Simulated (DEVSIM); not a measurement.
**Schottky contact on p-type GaAs**

Structure: Schottky contact on p-type GaAs, at 300 K.

| layer (left to right) | material | thickness (μm) | Na (cm⁻³) | τn (s) | τp (s) |
|---|---|---|---|---|---|
| 1 | GaAs | 3.30 | 2.8e15 | 7.8e-10 | 7.8e-10 |

Left contact: Schottky, work function 4.344 eV, emission velocity 4.1e6 cm/s. Right contact: ohmic. Voltage is applied to the left contact. Recombination: SRH at mid-gap, Auger. Mobility is μmin + (μ − μmin)/(1 + (N/Nref)^α).

The device is made up for the run: typed textbook-type constants, with dimensions and the other settings drawn at random. Values at 300 K.

```
parameter        GaAs
-------------  ------
gap (eV)        1.424
affinity (eV)    4.07
permittivity     12.9
Nc (cm⁻³)      4.7e17
Nv (cm⁻³)        9e18
μn (cm²/Vs)      8500
μp (cm²/Vs)       400
μn,min            500
μp,min             20
Nref,n           6e16
Nref,p         1.5e17
αn               0.39
αp               0.38
Cn (cm⁶/s)      1e-30
Cp (cm⁶/s)      1e-30
```

Simulated with DEVSIM: 1D drift-diffusion, Boltzmann statistics, complete ionisation; no tunnelling, impact ionisation, image-force lowering or self-heating. Metal contacts follow the ideal Schottky-Mott rule: no Fermi-level pinning, no interface dipoles.

```yaml
potential_step_across_the_device_at_zero_bias: 0.941 V
largest_field_in_the_device_at_zero_bias: 27000 V/cm
Dark forward voltage at 1 A/cm²: 0.771 V
Dark forward voltage at 100 A/cm²: 1.118 V
```

Dark reverse current:

| V (V) | J (A/cm²) |
|---|---|
| 0.40 | 4.3e-9 |
| 1.00 | 8.8e-9 |
| 2.00 | 1.5e-8 |
| 3.00 | 1.9e-8 |
| 4.00 | 2.3e-8 |
| 6.00 | 3.0e-8 |
| 8.00 | 3.6e-8 |
| 10.00 | 4.2e-8 |
| 13.00 | 4.9e-8 |
| 16.00 | 5.5e-8 |
| 20.00 | 6.3e-8 |

Small-signal capacitance in reverse bias (quasi-static):

```
V (V)  C (nF/cm²)
-----  ----------
0.4          14.0
1            11.6
2            9.38
3            8.09
4            7.22
6            6.09
8            5.36
10           4.84
13           4.29
16           3.89
20           3.53
```
